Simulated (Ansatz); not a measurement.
```xyz
2
Lattice="-0.0164 2.8173 2.8098 2.8759 0.0080 2.7854 2.9124 2.8294 -0.0284" Properties=species:S:1:pos:R:3 pbc="T T T"
As     4.3285     4.2336     4.1779
Ga     0.0005     0.0074    -0.0028
```

No spin polarisation.

A single point on GaAs with a change (strain tensor (xx, yy, zz, yz, xz, xy) = (+1.02, −1.87, −2.13, −0.07, −0.92, +0.35) %), its geometry relaxed with PBE.

All numbers come from r2SCAN (Ansatz, a program for electronic structure, PAW, no spin-orbit coupling), earlier PAW set. Γ-centred 10×10×10 mesh, Fermi–Dirac width 0.05 eV.

Q: Predict the pressure and band gap.

A: 
* **Pressure**: -0.85 GPa
* **Band gap**: 0.76 eV

Single points use the geometry relaxed with PBE. Stability against distortions was not tested. The cell was made from GaAs in the zinc blende structure (space group F-43m, No. 216) by this change: strain tensor (xx, yy, zz, yz, xz, xy) = (+1.02, −1.87, −2.13, −0.07, −0.92, +0.35) %.
